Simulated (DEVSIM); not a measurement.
Device: Schottky contact on p-type CdTe, at 300 K.

Layer 1 from the left is CdTe, thickness (μm) 0.750, Na (cm⁻³) 1.9e16, τn (s) 4.8e-10, τp (s) 4.8e-10.

Left contact: Schottky, work function 4.61 eV, emission velocity 4.6e6 cm/s. Right contact: ohmic. Voltage is applied to the left contact. Recombination: SRH at mid-gap, Auger. Mobility is μmin + (μ − μmin)/(1 + (N/Nref)^α).

Constants are typed, rounded textbook-type inputs, not results; the design itself was drawn at random and stands for no fabricated device. Values at 300 K.

CdTe: gap (eV) 1.5, affinity (eV) 4.28, permittivity 10.2, Nc (cm⁻³) 8e17, Nv (cm⁻³) 1.8e19, μn (cm²/Vs) 1000, μp (cm²/Vs) 80, μn,min 100, μp,min 10, Nref,n 1e17, Nref,p 1e17, αn 0.6, αp 0.6, Cn (cm⁶/s) 1e-30, Cp (cm⁶/s) 1e-30.

Problem. Estimate by hand the built-in potential, the peak field at zero bias, the capacitance at 6 V, and compare with a numerical solution.

Solution. 
- Built-in potential: barrier φB = 1.170 eV; Vbi = φB − kT/q ln(N_band/N) = 0.993 V; numerical 0.993 V.
- Peak field at zero bias: depletion approximation: W = √(2εVbi/(qN)) = 0.243 μm with N = 1.90e16 cm⁻³; field = 2Vbi/W = 81800 V/cm; numerical 80600 V/cm (estimate above by 1.5 %).
- Capacitance at 6 V: C = √(qεN / 2(Vbi + |V|)) = 14.0 nF/cm²; numerical 14.0 nF/cm².

DEVSIM, 1D drift-diffusion, Boltzmann statistics, complete ionisation; no tunnelling, impact ionisation, image-force lowering or self-heating. Metal contacts follow the ideal Schottky-Mott rule: no Fermi-level pinning, no interface dipoles.
